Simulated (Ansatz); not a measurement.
## CdS (model structure, started from the BeO type, P4₂/mnm, No. 136, 8 atoms in the cell)

All values below come from LDA (plane waves, PAW; Ansatz, a quantum-chemistry and plane-wave program).

Numerical settings: plane-wave cutoff 520 eV, 6×6×10 k mesh (along the axes of the cell as run), Fermi–Dirac smearing 0.01 eV, scalar-relativistic PAW data made under PBE.

Cell (relaxed at this level):

```yaml
crystal:
  lattice:
    - [6.99255, 0.00000, 0.00000]
    - [0.00000, 6.99255, 0.00000]
    - [0.00000, 0.00000, 4.10266]
  atoms:
    - { symbol: Cd, position: [0.32114, 0.67886, 0.00000] }
    - { symbol: Cd, position: [0.67886, 0.32114, 0.00000] }
    - { symbol: Cd, position: [0.82114, 0.82114, 0.50000] }
    - { symbol: Cd, position: [0.17886, 0.17886, 0.50000] }
    - { symbol: S, position: [0.31700, 0.31700, 0.00000] }
    - { symbol: S, position: [0.68300, 0.68300, 0.00000] }
    - { symbol: S, position: [0.18300, 0.81700, 0.50000] }
    - { symbol: S, position: [0.81700, 0.18300, 0.50000] }
```

| Item | Value |
|---|---|
| band gap | 1.11 eV (on the SCF k mesh) |
| bulk modulus | 59.9 GPa |

Note: the bulk modulus is −V dP/dV from two relaxed cells at ±2 % in volume; the relaxation could raise the start's symmetry but not lower it, so the cell can be a saddle point.

Spin–orbit coupling is not included.

Computed values are for the static lattice.

It cost very roughly 3 core-minutes of CPU time.

A model structure was made by putting elements into a prototype or built by hand; it is no filed structure, need not be a known phase, and can be a saddle point held by its symmetry.
